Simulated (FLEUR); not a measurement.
FLEUR run on W (Im-3m, 1 atom in the cell): self-consistent single point.

Computed with PBE, all-electron FLAPW (FLEUR), scalar-relativistic valence with spin-orbit coupling in second variation (FLEUR).

```
CELL_PARAMETERS angstrom
     -1.54587     1.54587     1.54587
      1.54587    -1.54587     1.54587
      1.54587     1.54587    -1.54587
ATOMIC_POSITIONS crystal
  W  0.00000 0.00000 0.00000
```

Reference input (self-consistent single point, DFT, PBE, all-electron FLAPW (FLEUR), scalar-relativistic valence): Kmax = 4.3 1/bohr; GmaxXC = 17.2 1/bohr; xcFunctional = pbe; jspins = 1; l_soc = F; mode = hist; fermiSmearingEnergy = 0.00367493 Htr; mesh (inpgen div1-3) = 12 12 12; inpgen gamma flag = true; Gmax = 17.2 1/bohr; numbands = 0; maxIterBroyd = 15. This run's input differs from it in these lines:

```diff
@@ -14,2 +14,3 @@
 &kpt div1=12 div2=12 div3=12 gamma=t /
+&soc 0.0 0.0 /
 &end /
@@ -27,5 +28,5 @@
       <magnetism jspins="1"/>
-      <soc l_soc="F" theta="0.0" phi="0.0" spav="F"/>
+      <soc l_soc="T" theta="0.0" phi="0.0" spav="F"/>
       <expertModes spex="0" secvar="F"/>
-      <geometryOptimization l_f="T" forcealpha="1.0" forcemix="BFGS" epsdisp="0.00001" epsforce="0.00001"/>
+      <geometryOptimization l_f="F" forcealpha="1.0" forcemix="BFGS" epsdisp="0.00001" epsforce="0.00001"/>
       <ldaU l_linMix="F" mixParam="0.05" spinf="1.0"/>
```

The program printed (abridged):

```
 Iteration:     1   Distance:      13.88331472 me/bohr^3
 Iteration:     2   Distance:      12.66613464 me/bohr^3
 Iteration:     3   Distance:       6.52477877 me/bohr^3
 Iteration:     4   Distance:       1.64692621 me/bohr^3
 Iteration:     5   Distance:       1.43674965 me/bohr^3
   [... 48 lines left out ...]
 Iteration:    54   Distance:       0.00001333 me/bohr^3
 Iteration:    55   Distance:       0.00001311 me/bohr^3
 Iteration:    56   Distance:       0.00001216 me/bohr^3
 Iteration:    57   Distance:       0.00000927 me/bohr^3
 Run finished successfully
 Stop message:
   all done

[file out, last iteration]
             iter=     57
[...]
          total density-effective poten   -2.8088723253E+04
          total charge density-energy d   -3.2547541406E+02
 Updated energy parameters for spin:           1
[...]
 fermi energy and band-weighting factors:

[...]
FERMIE:
          first approx. to ef    (T=0)  :   0.745179 htr   (energy of the highest occ. eigenvalue)
          number of occ. states  (T=0)  :       3392
          first approx. to seigv (T=0)  :  -8.568883 htr
          sum of weights of occ. states :  14.002315
          sum of semicore charge        :   0.000000 e
FERHIS:  Fermi-Energy by histogram:
          bandgap                     :   0.000000 htr
   [... lines left out ...]
          charge neutrality (T=0)     :   0.004630    (zero if the highest occ. eigenvalue is "entirely" occupied)
     EF_NEWTON:  Adjust Fermi-Energy by Newton-Method.
 Direct bandgap for spin            1 :    2.7050402537361351E-002  Htr
 ---->    free energy=                    -16166.1666233327 htr
   [... lines left out ...]
 TOTAL FORCE FOR ATOM TYPE=  1  X=  0.000   Y=  0.000   Z=  0.000
                       FX_TOT= 0.000000 FY_TOT= 0.000000 FZ_TOT= 0.000000
No new postions, force convergence required= 0.00001; max force distance= 0.00000
---->    distance of charge densities for spin  1                 it=   57:     0.000009 me/bohr**3
GENERALIZED ANDERSON MIXING: alpha=   0.05000 History-length=0
     ******* it= 57  is completed********
```

The run converged in 57 iterations. 

The starting cell has typed, rounded lattice constants, without a prior relaxation at this level. Its lattice was rescaled by a random factor within 2.5 % of one. Values depend on the basis (sphere radii, cutoffs, local orbitals), which need not be converged. The log's line on a gap gives a spacing of levels on this mesh, which the program prints for metals too.

Cost on one core of a shared machine: roughly 4 min.
